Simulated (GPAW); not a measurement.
A self-consistent single point of Al2Pt (Fm-3m, 3 atoms in the cell) with GPAW.

Method: LDA (Perdew-Wang 92), GPAW PAW datasets LDA (gpaw-data 1.0.1) (plane waves; GPAW 25.7.0).

```
CELL_PARAMETERS angstrom
      0.00000     2.91142     2.91142
      2.91142     0.00000     2.91142
      2.91142     2.91142     0.00000
ATOMIC_POSITIONS crystal
  Al 0.25000 0.25000 0.25000
  Al 0.75000 0.75000 0.75000
  Pt 0.00000 0.00000 0.00000
```

Reference input (self-consistent single point, DFT PBE, plane waves, GPAW PAW datasets PBE (gpaw-data 1.0.1)): mode = pw; ecut = 600 eV; xc = PBE; kpts = 13 13 13; mesh shift (steps) = 0 0 0; occupations.name = methfessel-paxton; occupations.width = 0.1 eV; occupations.order = 0; nbands = -11; convergence.density = 1e-05 e/electron; convergence.energy = 1e-05 eV/electron; symmetry.symmorphic = false. This run's input differs from it in these lines:

```diff
@@ -14,3 +14,3 @@
 calc = GPAW(mode=PW(600),
-            xc='PBE',
+            xc='LDA',
             kpts=(13, 13, 13),
```

Its files differ too (potentials: GPAW PAW datasets LDA (gpaw-data 1.0.1)).

The program printed (abridged):

```
     iter     time        total  log10-change:
                         energy   eigst   dens
iter:   1 --:--:--   -19.841613
iter:   2 --:--:--   -19.655255   -1.36  -1.15
iter:   3 --:--:--   -19.084241   -1.32  -1.16
iter:   4 --:--:--   -19.023698   -2.45  -1.37
iter:   5 --:--:--   -18.907236   -2.88  -1.37
iter:   6 --:--:--   -18.982160   -2.33  -2.23
iter:   7 --:--:--   -18.910100   -2.45  -1.93
iter:   8 --:--:--   -18.907128   -4.00  -2.23
iter:   9 --:--:--   -18.906813   -4.60  -2.92
iter:  10 --:--:--   -18.906851   -5.68  -3.39
iter:  11 --:--:--   -18.906827c  -5.36  -3.39
iter:  12 --:--:--   -18.906827c  -7.14  -4.35
iter:  13 --:--:--   -18.906827c  -7.54c -4.39
iter:  14 --:--:--   -18.906826c  -9.05c -4.45
iter:  15 --:--:--   -18.906826c  -8.05c -4.48
iter:  16 --:--:--   -18.906826c  -8.19c -4.43
iter:  17 --:--:--   -18.906827c  -8.05c -4.59
iter:  18 --:--:--   -18.906826c  -8.59c -4.76
iter:  19 --:--:--   -18.906826c -10.16c -4.96
iter:  20 --:--:--   -18.906826c  -9.10c -4.98
iter:  21 --:--:--   -18.906827c  -8.14c -5.14c
Converged after 21 iterations.

Dipole moment: (0.000000, 0.000000, -0.000000) |e|*Ang

Energy contributions relative to reference atoms: (reference = -513253.591483)

Kinetic:        +11.364412
Potential:       -9.658593
External:        +0.000000
XC:             -20.170111
Entropy (-ST):   -0.004943
Local:           -0.440063
SIC:             +0.000000
--------------------------
Free energy:    -18.909298
Extrapolated:   -18.906827

Showing only first 2 kpts
 Kpt  Band  Eigenvalues  Occupancy
  0     9     11.05186    0.00000
  0    10     11.75868    0.00000
  0    11     11.75868    0.00000
  0    12     11.75868    0.00000

  1     9     11.00409    0.00000
  1    10     11.00409    0.00000
  1    11     11.06970    0.00000
  1    12     11.25066    0.00000

Fermi level: 7.90727

No gap
No difference between direct/indirect transitions
Energy (eV): -18.906827

Forces in eV/Ang:
  0 Al    0.00000    0.00000    0.00000
  1 Al   -0.00000    0.00000    0.00000
  2 Pt   -0.00000    0.00000    0.00000

Stress tensor:
    -0.017109    -0.000000    -0.000000
    -0.000000    -0.017109    -0.000000
    -0.000000    -0.000000    -0.017109
Stress (GPa, Voigt): [-2.7412 -2.7412 -2.7412 -0.     -0.     -0.    ]
```

The run converged in 21 iterations. GPAW prints stress with tension positive. Against the reference run the pressure goes from 9.82 to 2.74 GPa.

The starting cell comes from a database of computed structures (which also holds hypothetical and non-ambient phases and stackings), without a prior relaxation at this level. Its lattice was rescaled by a random factor within 2.5 % of one. Spin polarisation is off.

Cost on one core of a shared machine: roughly 3 min.
